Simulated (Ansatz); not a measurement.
# Point-defect migration in diamond

Some mobile defects of diamond. All values below come from PBE, PAW (plane waves to 420 eV; Ansatz, a program for electronic structure).

Barriers are those of the lowest checked hop between equivalent sites, from the lowest site run (climbing-image NEB, static, fixed cells, no finite-size terms; on the finer meshes named, energies are single points at the band's geometries). One hop need not carry long-range diffusion, and untried routes could be lower. Saddle orders were checked for a part of the study's bands only and are not shown. Charge states are imposed.

```json
[
 {"Defect": "interstitial Li, charge +1", "Route": "Li moves farthest", "Hop (Å)": "1.55", "Direction in the unit cell": "(-0.25, 0.25, -0.25)", "Neighbours at the saddle": "6 C at 1.61 Å", "Cell": "216 sites, 2×2×2 shifted", "Barrier (eV)": "1.81"},
 {"Defect": "interstitial Mg, charge +2", "Route": "Mg moves farthest", "Hop (Å)": "1.55", "Direction in the unit cell": "(-0.25, 0.25, -0.25)", "Neighbours at the saddle": "6 C at 1.74 Å", "Cell": "64 sites, 2×2×2 shifted", "Barrier (eV)": "2.02"},
 {"Defect": "interstitial Be, charge +2", "Route": "Be moves farthest", "Hop (Å)": "1.55", "Direction in the unit cell": "(-0.25, 0.25, -0.25)", "Neighbours at the saddle": "6 C at 1.61 Å", "Cell": "64 sites, 2×2×2 shifted", "Barrier (eV)": "[?]"},
 {"Defect": "interstitial O, charge 0", "Route": "O moves farthest", "Hop (Å)": "1.10", "Direction in the unit cell": "(-0.09, 0.16, -0.25)", "Neighbours at the saddle": "C at 1.28, 2 C at 1.44 Å", "Cell": "216 sites, 2×2×2 shifted", "Barrier (eV)": "3.01"}
]
```

**Question.** Fill in the missing entries.

**Answer.** 
- interstitial Be, charge +2, Barrier (eV): 1.35
